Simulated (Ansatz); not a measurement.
# By hand: formation energy of H_i in Sn (white tin, I4₁/amd)

We look at the formation energy of H_i in Sn (white tin, I4₁/amd). Reaction: 96 Sn (white tin) + 1/2 H2 (gas) → cell A.

A: a supercell of 96 sites of Sn (white tin, I4₁/amd) with H off the lattice sites (2 Sn at 1.95–1.97 Å); spin state with PBE: run without spin.

Method: Ansatz (a first-principles code), PAW, neutral cells at 0 K with nuclei at rest, on structures from PBE. Ansatz runs with its default PAW set. Other levels take these structures. The lattices are those relaxed with PBE, so at other levels the solids can be strained, which adds to the spread. Larger cells are relaxed on a coarser mesh till forces fall under 0.03 eV/Å, which some starts already meet. A dispersion term (D3(BJ), or D4 for r2SCAN) was computed beside these levels and is taken off wherever the name lacks it. The PAW files were made for PBE and serve at the other functionals too. Space groups of crystals are read within 0.01 Å. The runs are scalar-relativistic, without spin-orbit coupling. Mesh and cell size may move defect energies by 0.1 eV or more. Cell A has symmetry Pm within 0.02 Å and got no random move, so less symmetric positions, which may lie lower, weren't tried.

Total energies of the cells in eV, at zero smearing width. They compare only within one column; the weights balance every element.

```
cell            atoms  weight         r2SCAN     PBE+D3(BJ)
--------------  -----  ------  -------------  -------------
A: Sn:H_i          97      +1  -579711.71281  -578370.81093
Sn (white tin)     96      −1  -579696.51137  -578355.62346
H2 (gas)            2    −1/2      -31.88989      -31.74691
```

r2SCAN: (-579711.71281) − (-579696.51137) − 1/2 × (-31.88989) = 0.744 eV.

PBE+D3(BJ): (-578370.81093) − (-578355.62346) − 1/2 × (-31.74691) = 0.686 eV.
